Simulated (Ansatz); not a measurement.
A Zn vacancy (surface) in a 2x2 cell of the 1x1 (10-10) surface of wurtzite ZnO (cut with top plane O + Zn)

Host crystal: wurtzite ZnO, with a band gap (PBE, scalar-relativistic without spin-orbit coupling).

All values below come from PBE (plane waves to 420 eV, PAW; Ansatz, a quantum-chemistry and plane-wave program).

Slab: 63 atoms, 9.4 Å thick at the start (thin: gaps and levels are the slab's own); k 3x2x1, smearing 0.01 eV, dipole-corrected; 12 atoms held, the rest relaxed; held to the start's symmetry, so lower structures may exist; spin-polarised from one start with parallel moments (other orders not tried), ending with about 1.1 μB a cell, a value that depends on the mesh; orders that need a larger cell were not tried, no spin-orbit, no U. The slab shows no gap over 0.04 eV on its mesh.

* **formation energy against hcp Zn**: 3.99 eV
* **change of the step from the bottom to the top vacuum level, against the clean slab**: 0.49 eV
* **energy released by relaxation**: 0.82 eV
* **largest move of a host atom**: 1.01 Å
* **caution**: the host itself rearranges in this cell, so the energy holds part of a reconstruction
